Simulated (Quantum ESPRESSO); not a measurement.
# Habitual settings against a tight run: YNiC2 (Amm2, 4 atoms in the cell)

Self-consistent single point.

```
YNiC2
1.0
    3.53217     0.00000     0.00000
    0.00000     2.19413     2.92632
    0.00000    -2.19413     2.92632
Y Ni C
1 1 2
Direct
  0.00000   0.00314   0.00314
  0.50000   0.61343   0.61343
  0.50000   0.45584   0.15060
  0.50000   0.15060   0.45584
```

Method: PBEsol, GBRV 1.5 ultrasoft (PBESOL) pseudopotentials (plane waves; Quantum ESPRESSO).

Base settings: ecutwfc = 50 Ry; ecutrho = 400 Ry; occupations = smearing; smearing = cold; degauss = 0.0073499 Ry; potentials = {Y: y_pbesol_v1.4.uspp.F.UPF, Ni: ni_pbesol_v1.4.uspp.F.UPF, C: c_pbesol_v1.2.uspp.F.UPF}; K_POINTS = automatic 12 12 12 0 0 0; conv_thr = 1e-11 Ry.

Tight run (finer mesh or higher cutoff; not a proven limit): ecutwfc: 50 Ry → 70 Ry; ecutrho: 400 Ry → 560 Ry; conv_thr: 1e-11 Ry → 7.3e-11 Ry; K_POINTS: automatic 12 12 12 0 0 0 → automatic 17 17 17 0 0 0. It gave Fermi level (on the code's own zero) 15.02 eV; pressure 10.34 GPa; largest force (vector length) 1.283 eV/Å.

Quick runs, as changes from the base:
- A: the base itself
- B: ecutwfc: 50 Ry → 30 Ry; ecutrho: 400 Ry → 240 Ry; degauss: 0.0073499 Ry → 0.0147 Ry; conv_thr: 1e-11 Ry → 7.3e-05 Ry; K_POINTS: automatic 12 12 12 0 0 0 → automatic 3 3 3 0 0 0
- C: ecutwfc: 50 Ry → 40 Ry; ecutrho: 400 Ry → 320 Ry; K_POINTS: automatic 12 12 12 0 0 0 → automatic 6 6 6 1 1 1
- D: ecutwfc: 50 Ry → 25 Ry; ecutrho: 400 Ry → 200 Ry; degauss: 0.0073499 Ry → 0.036749 Ry; conv_thr: 1e-11 Ry → 7.3e-06 Ry; K_POINTS: automatic 12 12 12 0 0 0 → automatic 8 8 8 0 0 0
- E: ecutwfc: 50 Ry → 30 Ry; ecutrho: 400 Ry → 240 Ry; conv_thr: 1e-11 Ry → 7.3e-05 Ry; K_POINTS: automatic 12 12 12 0 0 0 → automatic 6 6 6 1 1 1
- F: ecutwfc: 50 Ry → 30 Ry; ecutrho: 400 Ry → 240 Ry; K_POINTS: automatic 12 12 12 0 0 0 → automatic 1 1 1 0 0 0

Energies are extrapolated to zero smearing width, which holds to low order in the width alone (under cold and Methfessel-Paxton smearing the free energy itself is taken).

Dashes: pressure of B, D, E, not trusted under this conv_thr with d or f elements; time of B, E, F, under 30 s.

The count of work is k-points × plane waves × bands × iterations; it is no time. Core times come from one kind of shared machine and are given to one figure; runs under 30 s give none.

The starting cell comes from a database of computed structures (which also holds hypothetical and non-ambient phases and stackings), without a prior relaxation at this level. Its lattice was rescaled by a random factor within 2.5 % of one. Spin polarisation is off. In the base run, with a pressure of about 10 GPa the cell is away from its equilibrium volume at this level. In the base run, forces exceed 1 eV/Å.

```csv
run,energy less tight (meV/atom),pressure less tight (GPa),largest miss in a force vector (eV/Å),count of work / tight,core time / tight (rough)
A,3.5,0.05,0.007,0.25,0.2
B,572.9,–,0.214,0.0023,–
C,13.4,-1.83,0.035,0.024,0.04
D,2761.2,–,0.081,0.034,0.04
E,559.2,–,0.059,0.011,–
F,1900.1,-43.08,7.415,0.00047,–
```

Among the runs at the tight run's level, the energy misses run from 3.5 to 2761.2 meV/atom.
